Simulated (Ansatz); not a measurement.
## BN, response to strain

The parent structure is BN in the h-BN type structure (space group P6_3/mmc, No. 194; layered, stacked along the Cartesian z axis).

```yaml
crystal:
  lattice:
    - [2.49975, 0.00000, 0.00000]
    - [-1.24987, 2.16485, 0.00000]
    - [0.00000, 0.00000, 6.52535]
  atoms:
    - { symbol: B, position: [0.33333, 0.66667, 0.25000] }
    - { symbol: B, position: [0.66667, 0.33333, 0.75000] }
    - { symbol: N, position: [0.33333, 0.66667, 0.75000] }
    - { symbol: N, position: [0.66667, 0.33333, 0.25000] }
```

Cartesian axes are those of the cell as printed.

Strains are applied to the cell and any free atomic positions relax; under biaxial strain the out-of-plane vector relaxes too.

Computed with Ansatz (a quantum-chemistry and plane-wave program), r2SCAN+rVV10, PAW, cutoff 500 eV, without spin-orbit coupling, earlier PAW set.

```csv
change,smallest direct gap,band gap,gap character
base,5.18 eV,4.74 eV,"indirect, k = (0.267, 1/3, 0) in the run's primitive reciprocal basis → M"
"biaxial strain −4.40 %, plane normal [001], relaxed out of plane",5.54 eV,4.96 eV,"indirect, k = (0.267, -0.400, 0) in the run's primitive reciprocal basis → M"
"biaxial strain −3.02 %, plane normal [001], relaxed out of plane",5.43 eV,4.89 eV,"indirect, k = (0.267, -0.400, 0) in the run's primitive reciprocal basis → M"
"biaxial strain +2.40 %, plane normal [001], relaxed out of plane",4.98 eV,4.61 eV,"indirect, k = (0.267, -0.400, 0) in the run's primitive reciprocal basis → M"
isotropic strain +3.98 %,4.98 eV,4.58 eV,–
isotropic strain +5.63 %,4.85 eV,4.51 eV,–
uniaxial strain ε_xx = −0.92 %,5.20 eV,4.72 eV,"indirect, k = (0.400, 0.267, 0) in the run's primitive reciprocal basis → Y"
uniaxial strain ε_xx = +2.85 %,4.97 eV,4.59 eV,"indirect, k = (0.267, 1/3, 0) in the run's primitive reciprocal basis → S"
uniaxial strain ε_xx = +5.35 %,4.76 eV,4.47 eV,"indirect, k = (0.200, 0.400, 0) in the run's primitive reciprocal basis → S"
uniaxial strain ε_zz = −2.46 %,5.09 eV,4.70 eV,"indirect, k = (0.267, 1/3, 0) in the run's primitive reciprocal basis → M"
```

Semilocal Kohn–Sham gaps tend to fall short of experiment. Whether these cells are dynamically stable was not tested. Labels are those of the standard path for the cell's own space group.
